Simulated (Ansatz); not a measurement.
Data:

```
CELL_PARAMETERS angstrom
      3.98723     0.00000     0.00000
      0.00000     3.98723     0.00000
      0.00000     0.00000    11.26941
ATOMIC_POSITIONS crystal
  Ge 0.00000 0.00000 0.00000
  Si 0.50000 0.50000 0.25271
  Si 0.00000 0.00000 0.50000
  Si 0.50000 0.50000 0.74729
  Ge 0.50000 0.00000 0.12965
  Ge 0.00000 0.50000 0.37641
  Ge 0.50000 0.00000 0.62359
  Ge 0.00000 0.50000 0.87035
```

No spin polarisation.

Method: PBE, PAW, 420 eV (Ansatz, a program for electronic structure; without spin-orbit coupling). Settings: 8×8×3 k-points, 0.05 eV Fermi–Dirac smearing.

Q: Predict the valence-band top at Γ and gap character.

A: Valence-band top at Γ (three highest levels, from the VBM): 0.00, 0.00, -0.02 eV
Gap character (in this cell's own zone, which can be folded): indirect, Γ → X

These are small ordered cells, not random alloys; other orderings at the same x differ. Stability against distortions was not tested. The cell was made from Ge by this change: x(Si) = 0.375, 8 atoms, P-4m2.
